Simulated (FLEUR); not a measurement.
Input and output of a self-consistent single point for Tc₃Ir (P6_3/mmc, 8 atoms in the cell) (FLEUR).

Computed with PBEsol, all-electron FLAPW (FLEUR), scalar-relativistic valence run with FLEUR.

The change in words: lattice scaled by 0.98. Reference geometry:
```
CELL_PARAMETERS angstrom
      5.49573     0.00000     0.00000
     -2.74787     4.75944     0.00000
      0.00000     0.00000     4.34201
ATOMIC_POSITIONS crystal
  Tc 0.83969 0.16031 0.75000
  Tc 0.16031 0.83969 0.25000
  Tc 0.67938 0.83969 0.25000
  Tc 0.32062 0.16031 0.75000
  Tc 0.83969 0.67938 0.75000
  Tc 0.16031 0.32062 0.25000
  Ir 0.66667 0.33333 0.25000
  Ir 0.33333 0.66667 0.75000
```

Reference input (self-consistent single point, DFT, PBEsol, all-electron FLAPW (FLEUR), scalar-relativistic valence): Kmax = 4.4 1/bohr; GmaxXC = 15.4 1/bohr; xcFunctional = PBEs; jspins = 1; l_soc = F; mode = hist; fermiSmearingEnergy = 0.00183747 Htr; mesh (inpgen div1-3) = 5 5 5; inpgen gamma flag = false; Gmax = 15.4 1/bohr; numbands = 0; maxIterBroyd = 40. This run's input differs from it in these lines:

```diff
@@ -3,6 +3,6 @@
 &input film=f /
-1.0000000000 -0.0000000051 0.0000000000
--0.4999999956 0.8660254063 0.0000000000
-0.0000000000 0.0000000000 0.7900697278
-10.3854247815
+1.0000000000 0.0000000367 0.0000000000
+-0.5000000318 0.8660253854 0.0000000000
+0.0000000000 0.0000000000 0.7900698078
+10.1777157333
 1.0 1.0 1.0
@@ -50,5 +50,5 @@
          <bravaisMatrix>
-            <row-1>   10.3854247814999994    -0.0000000529656664     0.0000000000000000</row-1>
-            <row-2>   -5.1927123450541313     8.9940417159966266     0.0000000000000000</row-2>
-            <row-3>    0.0000000000000000     0.0000000000000000     8.2052097302070788</row-3>
+            <row-1>   10.1777157332999995     0.0000003735221674     0.0000000000000000</row-1>
+            <row-2>   -5.0888581903013597     8.8141601904227755     0.0000000000000000</row-2>
+            <row-3>    0.0000000000000000     0.0000000000000000     8.0411059132513660</row-3>
          </bravaisMatrix>
```

Output, abridged:

```
 Iteration:     1   Distance:      15.50999169 me/bohr^3
 Iteration:     2   Distance:      12.42595050 me/bohr^3
 Iteration:     3   Distance:       9.23451679 me/bohr^3
 Iteration:     4   Distance:       4.65042125 me/bohr^3
 Iteration:     5   Distance:       5.26944640 me/bohr^3
   [... 10 lines left out ...]
 Iteration:    16   Distance:       0.00010088 me/bohr^3
 Iteration:    17   Distance:       0.00006863 me/bohr^3
 Iteration:    18   Distance:       0.00001426 me/bohr^3
 Iteration:    19   Distance:       0.00000197 me/bohr^3
 Reset of history
 Run finished successfully
 Stop message:
   Structural relaxation: new displacements generated

[file out, last iteration]
             iter=     20
[...]
          total density-effective poten   -1.0448977995E+05
          total charge density-energy d   -1.4481640126E+03
 Updated energy parameters for spin:           1
[...]
 fermi energy and band-weighting factors:
   [... 9 lines left out ...]

[...]
FERMIE:
          first approx. to ef    (T=0)  :   0.681698 htr   (energy of the highest occ. eigenvalue)
          number of occ. states  (T=0)  :        896
          first approx. to seigv (T=0)  : -27.758125 htr
          sum of weights of occ. states :  60.032000
          sum of semicore charge        :   0.000000 e
FERHIS:  Fermi-Energy by histogram:
          bandgap                     :   0.000206 htr
   [... lines left out ...]
          charge neutrality (T=0)     :   0.064000    (zero if the highest occ. eigenvalue is "entirely" occupied)
     EF_NEWTON:  Adjust Fermi-Energy by Newton-Method.
 Direct bandgap for spin            1 :    6.3607670268144290E-003  Htr
 ---->    free energy=                    -61412.9949221771 htr
   [... lines left out ...]
      extrapolation for T->0
 ---->    total electron energy=          -61412.9940408826 htr
 ***** TOTAL FORCES ON ATOMS *****
 TOTAL FORCE FOR ATOM TYPE=  1  X= -2.447   Y=  1.413   Z= -2.010
                       FX_TOT=-0.008426 FY_TOT= 0.004865 FZ_TOT= 0.000000
 TOTAL FORCE FOR ATOM TYPE=  2  X= -5.089   Y=  2.938   Z=  2.010
                       FX_TOT= 0.000000 FY_TOT= 0.000000 FZ_TOT= 0.000000
```

The run converged in 19 iterations. FLEUR gives forces in its relaxation mode, with a further iteration, so its stop message speaks of a relaxation. Against the reference run the free energy goes up by 31.6 meV/atom and the largest force goes from 0.203 to 0.500 eV/Å.

The starting cell comes from a database of computed structures (which also holds hypothetical and non-ambient phases and stackings), without a prior relaxation at this level. For this run, on top of that: lattice scaled by 0.98. Spin-orbit coupling is off. Spin polarisation is off. Values depend on the basis (sphere radii, cutoffs, local orbitals), which need not be converged. The log's line on a gap gives a spacing of levels on this mesh, which the program prints for metals too.

Cost on one core of a shared machine: roughly 7 min.
